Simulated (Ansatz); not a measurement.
Functionals compared on the (101) surface of tetragonal MoSi2 in its 1x1 cell (cut with top plane Si, bottom plane Si), outermost plane spacing 1.00 Å in the ideal cut, in Ansatz (plane waves, PAW). The structure was relaxed with PBE; the other rows are single points on it, each with its references at the same level. Cutoff 420 eV (500 eV for r2SCAN).

Slab: 12 atoms, Mo4Si8, 10.9 Å thick at the start; k 12x9x1, smearing 0.1 eV, dipole-corrected; all atoms relaxed; held to the part of the start's symmetry that mesh and held atoms allow; no spin, no spin-orbit, no U. These notes are the PBE run's.

```
functional  surface energy (J/m²)  work function of the top face (eV)           rough cost of the single point
----------  ---------------------  ----------------------------------  ---------------------------------------
PBE                          2.19                                4.98                                        –
LDA                          2.54                                5.18                  roughly 50 core-seconds
PBEsol                       2.49                                5.04   about 50 core-seconds (a rough figure)
RPBE                            …                                   …             very roughly 60 core-seconds
r2SCAN                       2.33                                5.07  about 2.1 core-minutes (a rough figure)
```

Some entries are withheld; supply them.


- RPBE, surface energy (J/m²): 2.04
- RPBE, work function of the top face (eV): 4.89

Ansatz is an electronic-structure program.
